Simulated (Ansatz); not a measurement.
Reference: KCl (Fm-3m), r2SCAN, rigid bands (plane waves, PAW, scalar-relativistic; Ansatz, a quantum-chemistry and plane-wave program); geometry: cell and atoms relaxed with PBEsol.

```
KCl
1.0
    0.00000     3.12148     3.12148
    3.12148     0.00000     3.12148
    3.12148     3.12148     0.00000
K Cl
1 1
Direct
  0.00000   0.00000   0.00000
  0.50000   0.50000   0.50000
```

- band gap = 5.91 eV
- electron conductivity mass = 0.45 mₑ
- Seebeck coefficient, n-type 1e19 cm⁻³ = -201 μV/K

Q: Swap K for Li, keeping the structure type. How do these values move?

A: LiCl (Fm-3m): volume per atom 30.4 to 16.2 Å³; band gap rises (5.91 eV to 7.47 eV); electron conductivity mass rises (0.45 mₑ to 0.48 mₑ); Seebeck coefficient, n-type 1e19 cm⁻³ rises in size (-201 μV/K to -256 μV/K).

Q: Replace Cl by Br on the same sites and relax. What happens?

A: KBr (Fm-3m): volume per atom 30.4 to 35.1 Å³; band gap falls (5.91 eV to 5.15 eV); electron conductivity mass falls (0.45 mₑ to 0.39 mₑ); Seebeck coefficient, n-type 1e19 cm⁻³ falls in size (-201 μV/K to -184 μV/K).

Q: Replace K by Na on the same sites and relax. What happens?

A: NaCl (Fm-3m): volume per atom 30.4 to 22.0 Å³; band gap stays about the same (5.91 eV to 5.98 eV); electron conductivity mass falls (0.45 mₑ to 0.41 mₑ); Seebeck coefficient, n-type 1e19 cm⁻³ falls in size (-201 μV/K to -190 μV/K).

Moves up to 5 % count as about the same. Masses are for dilute carriers at 300 K, harmonic means over directions unless an axis is named. Seebeck coefficients are for the stated density at 300 K, with one relaxation time for all states and whether or not that doping can be reached. Spin-orbit coupling is left out.
